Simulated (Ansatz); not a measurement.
**B (model structure, from the C4 type, I4₁32, No. 214): smallest direct gap on the k points sampled by level of theory**

No measured value is used here.

| level (code) | value (eV) |
|---|---|
| LDA (Ansatz) | 2.68 |
| PBE (Ansatz) | 2.77 |
| PBEsol (Ansatz) | 2.70 |
| r²SCAN (Ansatz) | 3.08 |
| HSE06 (Ansatz) | 3.70 |
| PBE0 (Ansatz) | 4.41 |
| G0W0@PBEsol (Ansatz) | 3.24 ± 0.03 |

Computed values are for a static lattice.  A ± on a computed value is a rough bar: the spread of its extrapolation, a floor set from checks against published values, or a statistical error. Values are at the PBEsol cell. Cutoffs and k meshes differ between the levels. Ansatz's density-functional and Hartree–Fock values are scalar-relativistic unless marked +SOC, with PAW data made under PBE.

A model structure was made by putting elements into a prototype or built by hand; it is no filed structure, need not be a known phase, and can be a saddle point held by its symmetry.

Ansatz is an electronic-structure program.
